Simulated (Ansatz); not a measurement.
For β-phase GaSe (model structure), LDA (plane waves, PAW; Ansatz, a first-principles code) gives:

```
Quantity                          Result
------------------------------  --------
equilibrium lattice constant a   3.711 Å
c axis length                   15.744 Å
```

**Question.** What does rVV10 (Ansatz, plane waves, PAW) give for the same quantities?

**Answer.** 
- lattice constant a: 3.843 Å (increases by 3.6 %)
- lattice parameter c: 16.105 Å (rises by 2.3 %)

Changes are worked out from the printed values.

Unless a cell is named, each level is at its own relaxed cell (LDA 23.47, rVV10 25.75 Å³/atom).

Ansatz's density-functional and Hartree–Fock values are scalar-relativistic unless marked +SOC, with PAW data made under PBE.

A model structure was made by putting elements into a prototype or built by hand; it is no filed structure, need not be a known phase, and can be a saddle point held by its symmetry.
